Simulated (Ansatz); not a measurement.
## A computed series for Ge: response to strain

Start from Ge in the diamond structure (space group Fd-3m, No. 227; a = 5.6762 Å). Axes: x, y, z lie along the cube axes.

Strains are applied to the cell and any free atomic positions relax.

All numbers come from plane-wave PAW DFT at the PBEsol level (Ansatz, a quantum-chemistry and plane-wave program, 420 eV), scalar-relativistic without spin-orbit coupling.

Notes on the quantities. energy relative to the base: free energy F; pressure: mean of the normal stresses, compression positive.

```tsv
change	energy relative to the base	volume per atom	pressure
base	0 meV/atom	22.86 Å³	0.0 GPa
uniaxial strain ε_zz = −3.00 %	+7.5 meV/atom	22.17 Å³	2.2 GPa
uniaxial strain ε_zz = −2.50 %	+5.2 meV/atom	22.29 Å³	1.8 GPa
uniaxial strain ε_zz = −2.00 %	+3.3 meV/atom	22.40 Å³	1.4 GPa
uniaxial strain ε_zz = −1.50 %	+1.8 meV/atom	22.52 Å³	1.0 GPa
uniaxial strain ε_zz = −0.50 %	+0.2 meV/atom	22.75 Å³	0.3 GPa
uniaxial strain ε_zz = +0.50 %	+0.2 meV/atom	22.97 Å³	[?]
uniaxial strain ε_zz = +1.00 %	+0.8 meV/atom	23.09 Å³	-0.7 GPa
uniaxial strain ε_zz = +2.50 %	+5.0 meV/atom	23.43 Å³	-1.6 GPa
uniaxial strain ε_zz = +3.00 %	+7.1 meV/atom	23.55 Å³	-1.8 GPa
```

### Question
Fill in the withheld entries from the trend.

### Answer

- uniaxial strain ε_zz = +0.50 %, pressure: -0.3 GPa

No phonon test of stability was made.
